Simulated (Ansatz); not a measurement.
Na₂PtH₆ (Fm-3m), PBEsol, rigid bands run with Ansatz (a program for electronic structure): N_c = 1.95e19 cm⁻³ at 300 K and an electron conductivity mass of 0.418 mₑ.

Task: For 1e17 electrons per cm³ at 300 K, place the Fermi level, estimate the Seebeck coefficient of a parabolic band with constant τ, and give mobility and conductivity for τ = 5 fs.

Result: The level lies k_BT ln(N_c/n) = 0.136 eV below the conduction-band minimum. S ≈ −(k_B/e)[ln(N_c/n) + 5/2] = -670 μV/K, against -673 μV/K from the full bands (mean over directions). μ = eτ/m = 21.0 cm²/(V·s) and σ = neμ = 0.337 S/cm. τ is assumed, not computed.

Band transport and this doping are assumed; polarons and phonon drag are left out. Spin-orbit coupling is left out; with 5d elements it also splits d-like band edges.

Computed structure with no diffraction record at hand here (it may be known, metastable or hypothetical): Na2PtH6 (Fm-3m).
